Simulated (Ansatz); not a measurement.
**hypothetical CsCl type InP with two functionals, pressure 10 GPa**

Consider InP in the CsCl type structure (space group Pm-3m, No. 221; a = 3.449 Å; a hypothetical phase, not in the database extracts checked).

(Cell as relaxed with PBE.)

Levels (all Ansatz, a quantum-chemistry and plane-wave program, PAW): PBE (420 eV, without spin-orbit coupling); PBEsol (420 eV, scalar-relativistic without spin-orbit coupling).

Each level relaxes its own structure.

```
base                      PBE    PBEsol
-------------------  --------  --------
volume per atom      20.51 Å³  19.45 Å³
lattice parameter a   3.449 Å   3.388 Å
band gap                 zero      zero
```

Modification: cell and atoms relaxed at a pressure of 10 GPa.

```csv
quantity,PBE,PBEsol
shortest interatomic distance,2.871 Å,2.834 Å
band gap,zero,zero
```

PBE's shortest interatomic distance lies 0.0375 Å above PBEsol's (1.3 %); the two agree on the band gap. Neither level is exact; PBEsol is the comparison here, not a measurement.

Load acts through the strain it causes; cell and atoms are relaxed under it. No phonon test of stability was made. No other phases were tried under pressure. All final runs are without spin polarisation.
